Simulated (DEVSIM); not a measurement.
Structure: double heterostructure, GaAs between p- and n-type In0.49Ga0.51P, at 300 K.

```csv
layer (left to right),material,thickness (μm),Nd (cm⁻³),Na (cm⁻³),τn (s),τp (s)
1,In0.49Ga0.51P,0.540,1.6e17,-,1.3e-8,1.3e-8
2,GaAs,0.210,-,1.6e15,1.3e-8,1.3e-8
3,In0.49Ga0.51P,0.640,-,4e17,1.3e-8,1.3e-8
```

Left contact: ohmic. Right contact: ohmic. Voltage is applied to the left contact. Recombination: SRH at mid-gap, radiative, Auger. Mobility is μmin + (μ − μmin)/(1 + (N/Nref)^α).

This is a model device: material constants are rounded textbook-type values typed into the input, and sizes, dopings and lifetimes were drawn at random. Values at 300 K.

| parameter | In0.49Ga0.51P | GaAs |
|---|---|---|
| gap (eV) | 1.89 | 1.424 |
| affinity (eV) | 4 | 4.07 |
| permittivity | 11.8 | 12.9 |
| Nc (cm⁻³) | 9e17 | 4.7e17 |
| Nv (cm⁻³) | 1.3e19 | 9e18 |
| μn (cm²/Vs) | 1500 | 8500 |
| μp (cm²/Vs) | 80 | 400 |
| μn,min | 400 | 500 |
| μp,min | 15 | 20 |
| Nref,n | 2e16 | 6e16 |
| Nref,p | 1.5e17 | 1.5e17 |
| αn | 0.7 | 0.39 |
| αp | 0.8 | 0.38 |
| B (cm³/s) | 1e-10 | 2e-10 |
| Cn (cm⁶/s) | 3e-30 | 1e-30 |
| Cp (cm⁶/s) | 3e-30 | 1e-30 |

DEVSIM, 1D drift-diffusion, Boltzmann statistics, complete ionisation; no tunnelling, impact ionisation, image-force lowering or self-heating. Band offsets follow the typed affinities; no thermionic-emission limit at abrupt steps, no polarisation charge.

The doping Na of layer 2 was swept, all else fixed.

| doping Na of layer 2 (cm^-3) | dark forward voltage at 1 A/cm² (V) |
|---|---|
| 4.8e13 | 1.164 |
| 1.6e14 | 1.164 |
| 4.8e14 | 1.164 |
| 1.6e15 | 1.164 |
| 4.8e15 | 1.164 |
| 1.6e16 | 1.167 |
| 4.8e16 | 1.179 |

From the first row to the last the dark forward voltage at 1 A/cm² goes from 1.164 to 1.179.
